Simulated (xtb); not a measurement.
xtb 6.7.1, GFN2-xTB: COc1ccc(-c2c(F)c(F)c(-c3ccc(SC)o3)c(F)c2F)o1, 34 atoms. The geometry is a generated start, not checked to be a minimum at this level.

| Property | Value |
|---|---|
| run flags | --grad |
| method | GFN2-xTB |
| --acc | 1 (default) |
| --etemp (K) | 300 (default) |
| basis functions | 112 |
| valence electrons | 126 |

One run each on 1 thread. Values of broydamp tried: 0.02, 0.05, 0.1, 0.2, 0.4 (default), 0.6, 0.8, 1.

Task: Predict the course of the SCC iterations along this series.

Result: Fewest SCC iterations, within one of each other: 0.2 with 13, 0.4 (default) with 13, 0.6 with 13, 0.8 with 14, 1 with 14. The count rises to 20 at 0.02. All converge to one solution.

| broydamp | SCC iterations | end |
|---|---|---|
| 0.02 | 20 | same solution |
| 0.05 | 18 | same solution |
| 0.1 | 15 | same solution |
| 0.2 | 13 | same solution |
| 0.4 (default) | 13 | same solution |
| 0.6 | 13 | same solution |
| 0.8 | 14 | same solution |
| 1 | 14 | same solution |
